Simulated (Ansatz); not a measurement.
Bond-angle distributions (per cent of the angles at each element, bins of 10°) of a relaxed model of amorphous Hf$_{18}$O$_{39}$Ga$_{2}$ at 8.70 g/cm³. Computed with PBE, scalar-relativistic without spin-orbit coupling (plane waves to 420 eV, PAW; Ansatz, an electronic-structure program).

Preparation: random packing, a CHGNet melt and quench, and a DFT relaxation. O atoms were pushed apart under 1.9 Å during the dynamics, to hinder bonds among them. The hot cell started wider than the set density and was brought back towards it in steps. It is the lowest in DFT energy of 2 quenches. It is a model cell: composition and starting density were chosen by hand, and all elements were melted together. No dispersion term was used. Its density started from a set value of 8.70 and ended at 8.70 g/cm³. The quench (nominally 380 K/ps over its main leg) was far faster than any real one, so the model tends to hold more defects than a real film. A cell of this size samples the disorder only roughly. The volume was held where the preparation left it and the shape relaxed, at a PBE pressure of 0.3 GPa. Stress components on the final sampling reach 1.7 GPa. Cycles of charging lowered its energy after that relaxation.

Neighbours within Hf-Hf 3.34 Å, Hf-O 2.52 Å, Hf-Ga 3.01 Å, O-O 1.58 Å, O-Ga 2.26 Å, Ga-Ga 2.68 Å count as bonded. Two cations that share two anions don't count as bonded, nor two that share one unless they lie closer than Hf-Hf 3.25 Å, Hf-Ga 2.93 Å, Ga-Ga 2.61 Å.

```json
[
 {"angle (°)": "50-60", "at Hf": "0", "at O": "0"},
 {"angle (°)": "60-70", "at Hf": "3", "at O": "0"},
 {"angle (°)": "70-80", "at Hf": "28", "at O": "0"},
 {"angle (°)": "80-90", "at Hf": "13", "at O": "1"},
 {"angle (°)": "90-100", "at Hf": "13", "at O": "17"},
 {"angle (°)": "100-110", "at Hf": "9", "at O": "38"},
 {"angle (°)": "110-120", "at Hf": "5", "at O": "11"},
 {"angle (°)": "120-130", "at Hf": "5", "at O": "11"},
 {"angle (°)": "130-140", "at Hf": "7", "at O": "11"},
 {"angle (°)": "140-150", "at Hf": "8", "at O": "8"},
 {"angle (°)": "150-160", "at Hf": "6", "at O": "2"},
 {"angle (°)": "160-170", "at Hf": "2", "at O": "1"},
 {"angle (°)": "170-180", "at Hf": "1", "at O": "0"}
]
```

They go with these counts of neighbours within the cut-offs, cation contacts included: Hf mean 6.2, most often 6; O mean 3.1, most often 3.
